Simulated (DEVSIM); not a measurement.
Device: Schottky contact on n-type GaN, at 300 K.

Layer 1 from the left is GaN, thickness (μm) 0.850, Nd (cm⁻³) 5.4e15, τn (s) 3.7e-8, τp (s) 3.7e-8.

Left contact: Schottky, work function 5.18 eV, emission velocity 7.7e6 cm/s. Right contact: ohmic. Voltage is applied to the left contact. Recombination: SRH at mid-gap, radiative, Auger. Mobility is μmin + (μ − μmin)/(1 + (N/Nref)^α).

This is a model device: material constants are rounded textbook-type values typed into the input, and sizes, dopings and lifetimes were drawn at random. Values at 300 K.

GaN: gap (eV) 3.43, affinity (eV) 4.1, permittivity 9.5, Nc (cm⁻³) 2.3e18, Nv (cm⁻³) 4.6e19, μn (cm²/Vs) 1200, μp (cm²/Vs) 100, μn,min 55, μp,min 3, Nref,n 2e17, Nref,p 3e17, αn 1, αp 2, B (cm³/s) 1e-11, Cn (cm⁶/s) 1e-30, Cp (cm⁶/s) 1e-30.

DEVSIM, 1D drift-diffusion, Boltzmann statistics, complete ionisation; no tunnelling, impact ionisation, image-force lowering or self-heating. Metal contacts follow the ideal Schottky-Mott rule: no Fermi-level pinning, no interface dipoles.

Dark forward current:

```
|V| (V)  |J| (A/cm²)
-------  -----------
0.05       1.041e-11
0.10       8.205e-11
0.15       5.752e-10
0.20        3.968e-9
0.25        2.730e-8
0.30        1.876e-7
0.35        1.288e-6
0.40        8.833e-6
0.45        6.049e-5
0.50       0.0004135
0.55        0.002819
0.60         0.01915
0.65          0.1293
0.70          0.8639
0.75           5.607
0.80           33.01
0.85           145.3
0.90           405.7
0.95           790.3
1.00            1250
1.05            1752
1.10            2282
```

Work out the local ideality factor n = ΔV / (kT/q · ln(J2/J1)) between the rows 0.15 and 0.20 V, 1.05 and 1.10 V.

kT/q = 25.85 mV. From 0.15 to 0.20 V: ln(3.968e-9/5.752e-10) = 1.931, n = 1.00, near the 1 of diffusion or emission over a barrier. From 1.05 to 1.10 V: ln(2282/1752) = 0.264, n = 7.32; the layers' resistance at their doping, Σ W/(qμN) = 8.4e-5 Ω cm², would take 45 mV of this step of 50 mV.

Estimate the current at 0.45 V for emission alone, J0 = q v N_band exp(−φB/kT), and read the barrier back from the simulated current.

φB = 1.080 eV, N_band = 2.30e18 cm⁻³, J0 = 2.03e-12 A/cm²; J = J0 (exp(qV/kT) − 1) = 7.39e-5 A/cm². The simulation gives 6.05e-5 A/cm²; the estimate lies 22 % above. Read backwards, the simulated current gives an apparent barrier of 1.085 eV. The estimate leaves out transport through the depletion region and minority injection.
